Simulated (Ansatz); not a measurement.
We consider L1₂ (Cu3Au-type) Pt3Ti, described by r²SCAN (PAW; Ansatz, an electronic-structure program).

Run with plane-wave cutoff 560 eV, 14×14×14 k mesh, Fermi–Dirac smearing 0.05 eV, no spin polarisation, scalar-relativistic PAW data made under PBE.

Equation-of-state points:

```json
[
 {"V (Å³/atom)": "14.167", "E − E_lowest (meV/atom)": "49.35", "P (GPa)": "18.60"},
 {"V (Å³/atom)": "14.468", "E − E_lowest (meV/atom)": "21.03", "P (GPa)": "11.64"},
 {"V (Å³/atom)": "14.770", "E − E_lowest (meV/atom)": "5.04", "P (GPa)": "5.47"},
 {"V (Å³/atom)": "15.071", "E − E_lowest (meV/atom)": "0.00", "P (GPa)": "0.00"},
 {"V (Å³/atom)": "15.372", "E − E_lowest (meV/atom)": "4.66", "P (GPa)": "-4.86"},
 {"V (Å³/atom)": "15.674", "E − E_lowest (meV/atom)": "17.93", "P (GPa)": "-9.16"},
 {"V (Å³/atom)": "15.975", "E − E_lowest (meV/atom)": "38.82", "P (GPa)": "-12.97"}
]
```

Problem. What bulk modulus B0 and pressure derivative B′ does a third-order Birch–Murnaghan fit give?

Solution. V0 = 15.071 Å³/atom, B0 = 258 GPa, B′ = 5.0 (fit to the energies at full precision).

Measured, for comparison: equilibrium volume per atom 15.01 Å³/atom (temperature not stated, not corrected to a static lattice; as tabulated in Molecular Dynamics Simulations of PtTi High-Temperature Shape Memory Alloys …). Computed less measured: equilibrium volume per atom +0.4 %.

Spin–orbit coupling is not included.

Cost on a shared machine: very roughly 4 core-minutes.
